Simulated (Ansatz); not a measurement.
The starting structures come from a database of crystals and need not be the phases stable at ambient conditions.

 Where the default PAW files enter, the runs use the earlier of Ansatz's two default sets.

The decay constant κ of evanescent states in the gap governs leakage through a thin film.

Given:

```
MgSe
1.0
    4.28268     0.00000     0.00000
   -2.14134     3.70891     0.00000
    2.14134    -1.23630     3.42823
Mg Se
1 1
Direct
  0.00000   0.00000   0.00000
  0.25000   0.75000   0.25000
```

Space group of this cell: R3m. The cell is strained (lengths across the current scaled by 1.02, ions clamped); by r2SCAN its mean pressure is -1.6 GPa.

Transport runs along the normal of the first two printed cell vectors, the (111) (indices of the unstrained crystal) plane of the conventional cell.

The gap is the functional's own. No spin-orbit coupling. Mid-gap values are interpolated on the energy grid.

### Question
Compute, with r2SCAN (Ansatz, a program for electronic structure), the band gap and the smallest decay constant κ at mid-gap.

### Answer
Gap 3.13 eV on a 10×10×10 mesh; κ = 0.207 1/Å, at the zone centre.
